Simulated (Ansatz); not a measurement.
Take CdSe in the wurtzite structure (space group P6_3mc, No. 186; a = 4.302 Å, c = 7.021 Å) as the base. Axes: x lies along a and z along c of the hexagonal cell.

Modification: the cell is stretched by 2.40 % along z with no lateral relaxation, atoms relaxed at fixed cell.

Computed with PBEsol, PAW, 420 eV (Ansatz, a quantum-chemistry and plane-wave program; no SOC).

Base, band edges from the VBM (valence, conduction): K -1.71, 4.10; H -1.14, 3.67; M -0.77, 3.12; L -1.36, 2.83; A -0.40, 2.28; Γ 0.00, 0.54 eV.

**Question.** Give the band edges at the high-symmetry points of the new zone, measured from its valence-band maximum.

**Answer.** 
```
point  valence edge (eV)  conduction edge (eV)
-----  -----------------  --------------------
Γ                   0.00                  0.45
M                  -0.74                  3.01
K                  -1.67                  4.02
A                  -0.37                  2.25
L                  -1.29                  2.73
H                  -1.20                  3.51
```

The gap is 0.45 eV, direct at Γ.

The cells carry an imposed strain or load. Stability against distortions was not tested.
